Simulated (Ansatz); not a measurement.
**Step by step: formation energy of NbAs (I4₁md) from the elements**

We look at the formation energy of NbAs (I4₁md) from the elements. Reaction: As (R-3m) + Nb (bcc) → NbAs (I4₁md). A negative value means that the right-hand side lies lower. The value is per atom of the solid.

NbAs (I4₁md), 4 atoms in the cell; this is a cell from a database of computed structures that this text hasn't matched to a measured one; spin state with PBE: run without spin. Conventional cell: a = b = 3.4395 Å, c = 11.5580 Å, α = β = γ = 90.00°.

Ansatz (a first-principles code) with PAW potentials; structures come from PBE+D3(BJ) relaxations, nuclei static, no net charge. Ansatz runs with its PAW set soft_1. Other levels take these structures. The lattices are those relaxed with PBE+D3(BJ), so at other levels the solids can be strained.

Total energies of the cells in eV, at zero smearing width. They compare only within one column; the weights balance every element.

| cell | atoms | weight | r2SCAN+D4 |
|---|---|---|---|
| NbAs (I4₁md) | 4 | +1 | -18860.23673 |
| As (R-3m) | 2 | −1 | -9729.44313 |
| Nb (bcc) | 1 | −2 | -4563.75837 |

r2SCAN+D4: (-18860.23673) − (-9729.44313) − 2 × (-4563.75837) = -3.277 eV; dividing by 4 atoms gives -0.82 eV/atom.

What follows from the r2SCAN+D4 value: A formula unit of NbAs has 2 atoms, so it forms with -0.8192 × 2 = -1.638 eV, or -158.0 kJ/mol at 96.485 kJ/mol per eV.
